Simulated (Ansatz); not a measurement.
Amorphous In9Ga9Zn9O37Ba, 65 atoms at 5.92 g/cm³, one PBE-relaxed geometry, zone centre. Methods: PBE, scalar-relativistic without spin-orbit coupling (Ansatz, a first-principles code); r2SCAN, scalar-relativistic without spin-orbit coupling (Ansatz); HSE06, scalar-relativistic without spin-orbit coupling (Ansatz). Plane waves to 420 eV (r2SCAN 500 eV); exact exchange is cut at the cell's faces. At PBE the levels at the filled edge of the gap are localised (band-tail or defect states). All rungs ran without spin polarisation.

It comes from a melt-quench run on a machine-learned potential (CHGNet), relaxed afterwards by DFT. O atoms were pushed apart under 1.9 Å during the dynamics, to hinder bonds among them. The hot cell started wider than the set density and was brought back towards it in steps. It is the lowest in DFT energy of 2 quenches. It is a model cell: composition and starting density were chosen by hand, and all elements were melted together. No dispersion term was used. Its density started from a set value of 5.92 and ended at 5.92 g/cm³. Cooling (nominally 210 K/ps over its main leg) ran many orders faster than in experiment, which tends to leave more defects and strain. One small periodic cell is one sample of the glass; other quenches scatter about these values. The volume was held where the preparation left it and the shape relaxed, at a PBE pressure of 2.5 GPa. Stress components on the final sampling reach 2.6 GPa.

The relaxation ran on the zone centre alone. At PBE the level gap is 0.83 eV on a 2×2×2 Γ-centred mesh, and the spacing at the zone centre alone 0.82 eV.

Question: What zone-centre spacing does r2SCAN give, roughly?

Answer: 1.27 eV (+0.45 eV against PBE).

Question: What zone-centre spacing does HSE06 give, roughly?

Answer: 2.39 eV (+1.57 eV against PBE).

The highest filled and the lowest empty state spread over these numbers of atoms (participation numbers): PBE: 11.5 and 56.7; r2SCAN: 12.7 and 55.4; HSE06: 8.7 and 54.7.
